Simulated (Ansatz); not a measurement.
Start from SrHfO3 in the cubic perovskite structure (space group Pm-3m, No. 221; a = 4.106 Å).

Method: plane-wave PAW DFT at the PBEsol level (Ansatz, an electronic-structure program, 420 eV), without spin-orbit coupling, earlier PAW set.

Base values:

```
Item           Value
--------  ----------
Band gap     3.72 eV
Density   7.53 g/cm³
```

Perturbation: a hydrostatic pressure of 3 GPa.

Question: How does this affect the band gap?

Answer: The band gap increases by 0.03 eV to 3.75 eV.

Question: What does the calculation give for the density after the change?

Answer: The density grows by 0.13 g/cm³ (7.53 g/cm³ → 7.66 g/cm³).

With Hf present, leaving out spin-orbit coupling can change the band edges. Load acts through the strain it causes; cell and atoms are relaxed under it. Whether these cells are dynamically stable was not tested. Many cubic perovskites are stable only at high temperature; tilts and polar distortions were not tested.
